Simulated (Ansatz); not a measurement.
Worked example: relaxation of cell and atoms of NbH (Cmme, 4 atoms in the cell) in Ansatz (a first-principles code).

Method of the run: PBEsol, default PAW files made with PBE (plane waves; Ansatz).

The change in words: atoms on their sites; relax: default → cell and atoms. Reference geometry:
```yaml
crystal:
  lattice:
    - [1.83983, -2.38602, 0.00000]
    - [1.83983, 2.38602, 0.00000]
    - [0.00000, 0.00000, 4.78982]
  atoms:
    - { symbol: Nb, position: [0.75000, 0.25000, 0.27928] }
    - { symbol: Nb, position: [0.25000, 0.75000, 0.73116] }
    - { symbol: H, position: [0.25000, 0.25000, 0.00000] }
    - { symbol: H, position: [0.75000, 0.75000, 0.00000] }
```

Reference input (self-consistent single point, DFT, PBEsol, plane waves, default PAW files made with PBE): basis.ecutwfc = 30.9 Ry; kpoints.mp_grid.grid = 11 11 7; hamiltonian.xc = pbesol; hamiltonian.pseudopotentials = {kind: paw} (the program's default PAW files); scf.occupations.method = fermi_dirac; scf.occupations.width = 0.0073 Ry. This run's input differs from it in these lines:

```diff
@@ -7,3 +7,3 @@
   atoms:
-    - { symbol: Nb, position_ang: [1.839829, -1.193010, 1.337695] }
+    - { symbol: Nb, position_ang: [1.839829, -1.193010, 1.287694] }
     - { symbol: Nb, position_ang: [1.839829, 1.193010, 3.502123] }
@@ -20,2 +20,4 @@
   occupations: { method: fermi_dirac, width: 0.0073 Ry }
+relax:
+  cell: {}
 output:
```

Log, with long lists cut:

```
   [... SCF lines of the steps left out ...]
relax step   1: F+E_penalty+E_count = -9023.06643813 eV  Δ(F+E_penalty+E_count) = +0.000e0 eV  max|allowed force component| = 6.992e-2 eV/Å  Δτ_max = 0.0000 Å  P = -5.206 GPa  Ω = 42.053 Å³  (6 SCF iters, dr2 threshold 1.00e-7 eV, accepted)
relax step   2: F+E_penalty+E_count = -9022.97224761 eV  Δ(F+E_penalty+E_count) = +9.419e-2 eV  max|allowed force component| = 6.370e-1 eV/Å  Δτ_max = 0.0190 Å  P = +14.279 GPa  Ω = 38.218 Å³  energy of the carried Pulay correction = +2.684e-3 eV  [...]
   [... lines left out ...]
relax step   5: F+E_penalty+E_count = -9023.09127856 eV  Δ(F+E_penalty+E_count) = -6.650e-6 eV  max|allowed force component| = 1.230e-3 eV/Å  Δτ_max = 0.0003 Å  P = -0.006 GPa  Ω = 40.778 Å³  energy of the carried Pulay correction = +8.649e-4 eV  (3 [...]
relax step   6: F+E_penalty+E_count = -9023.09049348 eV  Δ(F+E_penalty+E_count) = +7.851e-4 eV  max|allowed force component| = 1.641e-3 eV/Å  Δτ_max = 0.0000 Å  P = -0.012 GPa  Ω = 40.778 Å³  stress off target by 4.51e-2 GPa  SCF on the basis [...]
basis re-selected at this cell: Δ(F+E_penalty+E_count) = +7.851e-4 eV, ΔP = -0.006 GPa vs the last step
the relaxation is at rest under the 8 symmetry operations that the run kept from its start: a minimum is not shown …
Stability not checked: this state was not tested for a lower state beside it, because too few of the mixer's solves of this state at the end of the SCF gave a …
Free energy (F): -9023.090493 eV
Internal energy: -9023.057083 eV  (E = F + TS)
   [... lines left out ...]
Fermi energy:    16.675603 eV
  cell:  # Å, volume = 40.7780 Å³
   [... lines left out ...]
    - [-1.8569090287723652e-33, -1.6907207210627588e-18, 4.770261829510881]
  atoms:
    - { symbol: Nb, position: [0.75, 0.25000000000000006, 0.2678405452527074] }
    - { symbol: Nb, position: [0.25000000000000006, 0.75, 0.7321594547472928] }
    - { symbol: H, position: [0.24999999999999997, 0.24999999999999997, 7.067837454398936e-34] }
    - { symbol: H, position: [0.75, 0.75, -7.143721169796233e-34] }
```

The run converged. 

Summary of the result:
```
Property                                                                                                                 Value
-----------------------------------------------  -----------------------------------------------------------------------------
Free energy E − TS (on the zero of these files)                                                                  -9023.0905 eV
Fermi level (on the code's own zero)                                                                                  16.68 eV
Pressure                                                                                                             -0.01 GPa
Largest force (vector length)                                                                                       0.002 eV/Å
Final cell                                       a = 2.9817 Å, b = 2.9817 Å, c = 4.7703 Å, α = 90.00°, β = 90.00°, γ = 105.95°
Final volume per atom                                                                                                 10.19 Å³
Relaxation steps                                                                                                             6
```

The starting cell comes from a database of computed structures (which also holds hypothetical and non-ambient phases and stackings), without a prior relaxation at this level. Its lattice was rescaled by up to half a per cent. Spin polarisation is off. The relaxation keeps the symmetry of its start, so its end need not be a minimum. Ansatz's pressure includes its estimate of the finite-basis (Pulay) stress.

Keys are those of Ansatz 0.2.
